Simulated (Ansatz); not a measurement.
The starting structures come from a database of crystals and need not be the phases stable at ambient conditions.

By PBEsol, the system below comes out a metal.

Consider the following.

```xyz
4
Lattice="4.4766 0.0000 0.0000 0.0000 4.9584 0.0000 0.0000 0.0000 2.7337" Properties=species:S:1:pos:R:3 pbc="T T T"
Mo     3.3575     0.8020     0.0000
Mo     1.1192     4.1564     0.0000
Pt     3.3575     3.2861     1.3669
Pt     1.1192     1.6723     1.3669
```

Space group of this cell: Pmma. The cell is taken as given; by PBEsol its mean pressure is -5.7 GPa.

The current flows along the normal of the first two printed cell vectors. No spin-orbit coupling; the value is a mean over 0.1 eV about the Fermi level.

**Question.** Predict the ballistic conductance per area from PBEsol (Ansatz, a first-principles code).

**Answer.** 0.88 × 10¹⁵ S/m² for both spins.
